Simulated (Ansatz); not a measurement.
The structure below was relaxed with PBE (Ansatz, a first-principles code; PAW; 420 eV plane waves; without spin-orbit coupling), earlier PAW set, at pressure 9 GPa.

Space group Fm-3m (No. 225); a = 5.2964 Å, b = 5.2964 Å, c = 5.2964 Å, α = 90.00°, β = 90.00°, γ = 90.00°

```
atom  site  symmetry       x       y       z
----  ----  --------  ------  ------  ------
Te      4a      m-3m  0.0000  0.0000  0.0000
O       8c      -43m  0.2500  0.2500  0.2500
```

### Question
Write out a cell with all atoms.

### Answer
```xyz
12
Lattice="5.2964 0.0000 0.0000 0.0000 5.2964 0.0000 0.0000 0.0000 5.2964" Properties=species:S:1:pos:R:3 pbc="T T T"
Te     0.0000     0.0000     0.0000
O      1.3241     3.9723     3.9723
O      1.3241     1.3241     3.9723
Te     0.0000     2.6482     2.6482
O      1.3241     1.3241     1.3241
O      1.3241     3.9723     1.3241
Te     2.6482     0.0000     2.6482
O      3.9723     3.9723     1.3241
O      3.9723     1.3241     1.3241
Te     2.6482     2.6482     0.0000
O      3.9723     1.3241     3.9723
O      3.9723     3.9723     3.9723
```
This is the conventional cell.

Load acts through the strain it causes; cell and atoms are relaxed under it. No phonon test of stability was made. No other phases were tried under pressure. The cell was made from TeO2 in the fluorite structure (space group Fm-3m, No. 225; a hypothetical phase, not in the database extracts checked) by this change: pressure 9 GPa.
